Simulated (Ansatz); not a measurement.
The starting structures come from a database of crystals and need not be the phases stable at ambient conditions.

 Where the default PAW files enter, the runs use the earlier of Ansatz's two default sets.

Tunnelling through a barrier is set by its complex band structure: the current falls as exp(−2κd) with the smallest κ.

```
CELL_PARAMETERS angstrom
      5.72926     0.00000     0.00000
      2.86463     5.25019     0.00000
      2.86463    -0.52100     1.56969
ATOMIC_POSITIONS crystal
  Mg 0.66451 0.00216 0.00216
  Mg 0.83117 0.50216 0.50216
  O  0.26423 0.40244 0.40244
  O  0.43089 0.90244 0.90244
```

Space group of this cell: P6_3mc, wurtzite. The cell is taken as given.

Transport runs along the normal of the first two printed cell vectors, the (111) plane of the conventional cell.

The gap is the functional's own, uncorrected, and κ follows it; spin-orbit coupling is left out. Mid-gap values are interpolated between the computed energies.

Q: Predict the band gap and the smallest decay constant κ at mid-gap from Ansatz (a quantum-chemistry and plane-wave program) with r2SCAN.

A: Gap 4.15 eV on a 18×18×18 mesh; κ = 0.338 1/Å, at the zone centre.
